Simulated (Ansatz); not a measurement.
For ZrTa (model structure, Pm-3m, No. 221, 2 atoms in the cell), PBEsol in Ansatz (PAW) gives:

- lattice parameter a = 3.396 Å
- bulk modulus = 140 GPa
- cohesive energy = 7.68 eV/atom

### Question
What does r²SCAN (plane waves, PAW; Ansatz, a quantum-chemistry and plane-wave program) give for the same quantities?

### Answer

- lattice constant a: 3.435 Å (grows by 1.1 %)
- bulk modulus: 133 GPa (falls by 5.0 %)
- cohesive energy: 6.57 eV/atom (shrinks by 1.11 eV/atom)

Changes are worked out from the printed values.

Unless a cell is named, each level is at its own relaxed cell (PBEsol 19.58, r²SCAN 20.27 Å³/atom).

Levels without +SOC leave out spin–orbit coupling, which shifts energies and cells of such heavy elements.

Caveats: the bulk modulus is −V dP/dV from two relaxed cells at ±2 % in volume (PBEsol, r²SCAN). Ansatz's density-functional and Hartree–Fock values are scalar-relativistic unless marked +SOC, with PAW data made under PBE.

A model structure was made by putting elements into a prototype or built by hand; it is no filed structure, need not be a known phase, and can be a saddle point held by its symmetry.
